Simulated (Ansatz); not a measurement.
The parent structure is MgTe in the zinc blende structure (space group F-43m, No. 216).

```cif
data_MgTe
_chemical_formula_sum 'Mg1 Te1'
_space_group_name_H-M_alt 'P 1'
_space_group_IT_number 1
_cell_length_a 4.50293
_cell_length_b 4.50293
_cell_length_c 4.50293
_cell_angle_alpha 60.000
_cell_angle_beta 60.000
_cell_angle_gamma 60.000
loop_
_space_group_symop_operation_xyz
  'x, y, z'
loop_
_atom_site_label
_atom_site_type_symbol
_atom_site_fract_x
_atom_site_fract_y
_atom_site_fract_z
_atom_site_occupancy
Mg1 Mg 0.00000 0.00000 0.00000 1
Te1 Te 0.25000 0.25000 0.25000 1
```

Method: LDA in Ansatz (plane waves to 420 eV, PAW, scalar-relativistic without spin-orbit coupling).

Strains are applied to the cell and any free atomic positions relax.

One change was made to it. Results:

The hole mass (degenerate bands, along [100]) changes from 0.19, 0.85, 0.85 mₑ (at Γ) to 0.18, 0.93, 0.93 mₑ (at Γ); the energy goes up by 29 meV/atom; the valley order (the lowest conduction-band minima on the path, energy above the VBM, named in the base's zone) becomes Γ 2.00 eV; X along ⟨100⟩ 2.78 eV; L along ⟨111⟩ 2.95 eV (base: Γ 2.38 eV; X along ⟨100⟩ 2.66 eV; L along ⟨111⟩ 3.17 eV); the mean gap deformation potential ΔEg/Δln V is -4.4 eV; the width of the top valence band drops by 0.19 eV to 1.37 eV.

Question: What was done to the base?
(A) isotropic strain +3.00 %
(B) isotropic strain −1.00 %
(C) isotropic strain +1.00 %
(D) isotropic strain +2.00 %

Answer: A, isotropic strain +3.00 %. For comparison, the valley order in the other runs: isotropic strain −1.00 % gives Γ 2.52 eV; X along ⟨100⟩ 2.61 eV; L along ⟨111⟩ 3.25 eV; isotropic strain +2.00 % gives Γ 2.12 eV; X along ⟨100⟩ 2.74 eV; L along ⟨111⟩ 3.02 eV; isotropic strain +1.00 % gives Γ 2.25 eV; X along ⟨100⟩ 2.70 eV; L along ⟨111⟩ 3.10 eV.

Spin-orbit coupling, missing from the scalar runs, can matter with Te. Effective masses come from finite differences of ±0.01 Å⁻¹. Whether these cells are dynamically stable was not tested.

Ansatz is an electronic-structure program.
